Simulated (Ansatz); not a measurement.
Ga2O3: uniaxial strain ε_zz = −5.65 %

The reference is Ga2O3 in the corundum structure (space group R-3c, No. 167; a = 5.000 Å, c = 13.449 Å (hexagonal axes)). Axes: x lies along a and z along c of the hexagonal cell.

One thing is altered: uniaxial strain ε_zz = −5.65 %, all other strain components held at zero; the atoms relax in the strained cell.

Calculations: Kohn–Sham DFT with the PBEsol functional, run in Ansatz (an electronic-structure program) with PAW and 420 eV plane waves, spin-orbit coupling left out. k-mesh 8×8×8 (Γ-centred); smearing 0.05 eV (Fermi–Dirac).

The volume per atom decreases by 0.55 Å³ to 9.16 Å³ and the shortest interatomic distance falls by 0.031 Å (1.931 Å → 1.900 Å). The energy grows by 35 meV/atom and the pressure (mean of the normal stresses, compression positive) grows by 13.12 GPa (0.01 GPa → 13.13 GPa). The band gap goes up by 0.37 eV, from 2.70 eV to 3.07 eV and the smallest direct gap grows by 0.26 eV, from 2.95 eV to 3.21 eV. The width of the top valence band goes up by 0.174 eV, from 0.45 eV to 0.63 eV and the electron mass becomes 0.26 mₑ along z, 0.24 mₑ across (at Γ) (base: 0.22 mₑ (at Γ)). The largest internal atomic displacement amounts to 0.034 Å and the stress (xx, yy, zz, yz, xz, xy; compression positive) comes out as (9.09, 9.09, 21.19, 0.00, 0.00, 0.00) GPa.

Final structure:

```
CELL_PARAMETERS angstrom
      2.50016     1.44347     4.22960
     -2.50016     1.44347     4.22960
      0.00000    -2.88694     4.22960
ATOMIC_POSITIONS crystal
  Ga 0.35840 0.35840 0.35840
  Ga 0.14160 0.14160 0.14160
  Ga 0.64160 0.64160 0.64160
  Ga 0.85840 0.85840 0.85840
  O  0.55204 0.94796 0.25000
  O  0.25000 0.55204 0.94796
  O  0.94796 0.25000 0.55204
  O  0.44796 0.05204 0.75000
  O  0.75000 0.44796 0.05204
  O  0.05204 0.75000 0.44796
```

Effective masses come from finite differences of ±0.01 Å⁻¹. No phonon test of stability was made.
